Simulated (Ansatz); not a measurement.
Here is the system:

End structure of the (100) surface of cubic CsPbCl3 (a phase of room or higher temperature, not the 0 K ground state) in its 1x1 cell (cut with top plane Cl + Cs, bottom plane 2 Cl + Pb), relaxed from an ideal cut (the real face may reconstruct), with unlike faces, outermost plane spacing 2.87 Å in the ideal cut:

```yaml
crystal:
  lattice:
    - [5.73000, 0.00000, 0.00000]
    - [0.00000, 5.73000, 0.00000]
    - [0.00000, 0.00000, 30.50000]
  atoms:
    - { symbol: Cl, position: [0.00000, 0.50000, 0.27473] }
    - { symbol: Cl, position: [0.50000, 0.00000, 0.27473] }
    - { symbol: Pb, position: [0.50000, 0.50000, 0.26768] }
    - { symbol: Cl, position: [0.50000, 0.50000, 0.35570] }
    - { symbol: Cs, position: [0.00000, 0.00000, 0.34940] }
    - { symbol: Cl, position: [0.00000, 0.50000, 0.45680] }
    - { symbol: Cl, position: [0.50000, 0.00000, 0.45680] }
    - { symbol: Pb, position: [0.50000, 0.50000, 0.45465] }
    - { symbol: Cl, position: [0.50000, 0.50000, 0.54542] }
    - { symbol: Cs, position: [0.00000, 0.00000, 0.53785] }
    - { symbol: Cl, position: [0.00000, 0.50000, 0.64378] }
    - { symbol: Cl, position: [0.50000, 0.00000, 0.64378] }
    - { symbol: Pb, position: [0.50000, 0.50000, 0.64519] }
    - { symbol: Cl, position: [0.50000, 0.50000, 0.73525] }
    - { symbol: Cs, position: [0.00000, 0.00000, 0.71735] }
```

Model: 15-atom slab, Cl9Cs3Pb3, 14.3 Å thick at the start, 3x3x1 mesh, Fermi-Dirac 0.025 eV, dipole correction, single point; on the structure that PBE left under its start's symmetry; no spin, no spin-orbit, no U.

Problem. What is the computed surface energy (mean of two unlike faces) (Ansatz (an electronic-structure program) with HSE06, at the PBE geometry)?

Solution. 0.11 J/m²
